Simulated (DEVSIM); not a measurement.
## abrupt Si n-p junction

System: abrupt Si n-p junction, at 300 K.

```tsv
layer (left to right)	material	thickness (μm)	Nd (cm⁻³)	Na (cm⁻³)	τn (s)	τp (s)
1	Si	0.550	1.1e19	-	5.2e-7	5.2e-7
2	Si	15.0	-	1.6e17	5.2e-7	5.2e-7
```

Left contact: ohmic. Right contact: ohmic. Voltage is applied to the left contact. Recombination: SRH at mid-gap. Mobility is constant in doping.

The device is made up for the run: typed textbook-type constants, with dimensions and the other settings drawn at random. Values at 300 K.

```csv
parameter,Si
gap (eV),1.124
affinity (eV),4.05
permittivity,11.7
Nc (cm⁻³),2.86e19
Nv (cm⁻³),3.1e19
μn (cm²/Vs),1417
μp (cm²/Vs),470
```

Model (solved in DEVSIM): 1D drift-diffusion, Boltzmann statistics, complete ionisation; no tunnelling, impact ionisation, image-force lowering or self-heating.

```yaml
potential_step_across_the_device_at_zero_bias: 0.963 V
largest_field_in_the_device_at_zero_bias: 250000 V/cm
Dark forward voltage at 1 A/cm²: 0.683 V
Dark forward voltage at 100 A/cm²: 0.805 V
```

Dark forward current:

(V (V), J (A/cm²)): (-0.05, -1.8e-9); (-0.10, -6.6e-9); (-0.15, -2.0e-8); (-0.20, -6.0e-8); (-0.25, -2.0e-7); (-0.30, -7.7e-7); (-0.35, -3.7e-6); (-0.40, -2.1e-5); (-0.45, -0.00013); (-0.50, -0.00086); (-0.55, -0.0059); (-0.60, -0.040); (-0.65, -0.28); (-0.70, -1.9); (-0.75, -13); (-0.80, -84); (-0.85, -440); (-0.90, -1600); (-0.95, -4100)
